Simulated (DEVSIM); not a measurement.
## Si n-i-p diode

System: Si n-i-p diode, at 300 K.

| layer (left to right) | material | thickness (μm) | Nd (cm⁻³) | Na (cm⁻³) | τn (s) | τp (s) |
|---|---|---|---|---|---|---|
| 1 | Si | 0.430 | 1.5e17 | - | 0.00013 | 0.00013 |
| 2 | Si | 20.0 | - | 5e12 | 0.00013 | 0.00013 |
| 3 | Si | 1.90 | - | 6.1e18 | 0.00013 | 0.00013 |

Left contact: ohmic. Right contact: ohmic. Voltage is applied to the left contact. Recombination: SRH at mid-gap, radiative. Gap narrowing is on: ΔEg = 6.92 meV × (l + √(l² + 0.5)), l = ln(N/1.3e17 cm⁻³), shared equally by both band edges. Mobility is μmin + (μ − μmin)/(1 + (N/Nref)^α).

The device is made up for the run: typed textbook-type constants, with dimensions and the other settings drawn at random. Values at 300 K.

| parameter | Si |
|---|---|
| gap (eV) | 1.124 |
| affinity (eV) | 4.05 |
| permittivity | 11.7 |
| Nc (cm⁻³) | 2.86e19 |
| Nv (cm⁻³) | 3.1e19 |
| μn (cm²/Vs) | 1417 |
| μp (cm²/Vs) | 470 |
| μn,min | 52 |
| μp,min | 45 |
| Nref,n | 9.7e16 |
| Nref,p | 2.2e17 |
| αn | 0.68 |
| αp | 0.72 |
| B (cm³/s) | 4.7e-15 |

DEVSIM, 1D drift-diffusion, Boltzmann statistics, complete ionisation; no tunnelling, impact ionisation, image-force lowering or self-heating.

```json
{
  "potential_step_across_the_device_at_zero_bias": "0.916 V",
  "Dark forward voltage at 1 A/cm²": "0.640 V",
  "Dark forward voltage at 100 A/cm²": "0.808 V"
}
```

Dark forward current:

```
V (V)  J (A/cm²)
-----  ---------
-0.05    -2.9e-9
-0.10    -1.3e-8
-0.15    -5.2e-8
-0.20    -2.4e-7
-0.25    -1.2e-6
-0.30    -6.1e-6
-0.35    -3.1e-5
-0.40   -0.00017
-0.45    -0.0011
-0.50    -0.0069
-0.55     -0.044
-0.60      -0.26
-0.65       -1.4
-0.70       -6.3
-0.75        -24
-0.80        -84
-0.85       -270
-0.90       -770
-0.95      -1900
-1.00      -4000
```
